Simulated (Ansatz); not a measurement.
CsCl-type NdAg, treated with LDA (Ansatz, an electronic-structure program, PAW).

Run with plane-wave cutoff 520 eV, 16×16×16 k mesh, Fermi–Dirac smearing 0.05 eV, spin-polarised with parallel moments, scalar-relativistic PAW data made under PBE.

Cell (relaxed at this level):

```xyz
2
Lattice="3.6180 0.0000 0.0000 0.0000 3.6180 0.0000 0.0000 0.0000 3.6180" Properties=species:S:1:pos:R:3 pbc="T T T"
Ag     0.0000     0.0000     0.0000
Nd     1.8090     1.8090     1.8090
```
Starting moments (μB, in the order of the record's atoms Ag Nd): 0.0 3.0.

Q: Estimate the bulk modulus B0 that the calculation returns.

A: 
bulk modulus B0: 60.1 GPa

The run finds no gap.

Note: the magnetic order was assumed, not searched for or taken from measurement; the bulk modulus is −V dP/dV from two relaxed cells at ±2 % in volume; the 4f shell is treated without U or exact exchange, so its levels and filling can be wrong; the volume lies 9 % below that of the published cell.

Spin–orbit coupling is not included.

Cost on a shared machine: roughly 4 core-minutes.
